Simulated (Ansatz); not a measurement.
## ZrIr2 in the cubic Laves (MgCu2 type) structure (space group Fd-3m, No. 227)

Space group Fd-3m, origin choice 1 (No. 227); a = b = c = 7.3465 Å, α = β = γ = 90.00°

```json
[
 {"atom": "Zr", "site": "8a", "symmetry": "-43m", "x": "0.0000", "y": "0.0000", "z": "0.0000"},
 {"atom": "Ir", "site": "16d", "symmetry": ".-3m", "x": "0.6250", "y": "0.6250", "z": "0.6250"}
]
```
(The calculation used a cell of 6 atoms; values per cell refer to that cell.)

Method: plane-wave PAW DFT at the PBEsol level (Ansatz, a quantum-chemistry and plane-wave program, 420 eV), without spin-orbit coupling. Settings: 11×11×11 k-points, 0.05 eV Fermi–Dirac smearing.

```json
{
 "volume_per_atom": "16.52 Å³",
 "density": "15.94 g/cm³",
 "band_gap": "zero",
 "total_energy": "-9242.916 eV/atom (σ→0; compares only within this code and set-up)"
}
```

No phonon test of stability was made. All final runs are without spin polarisation.
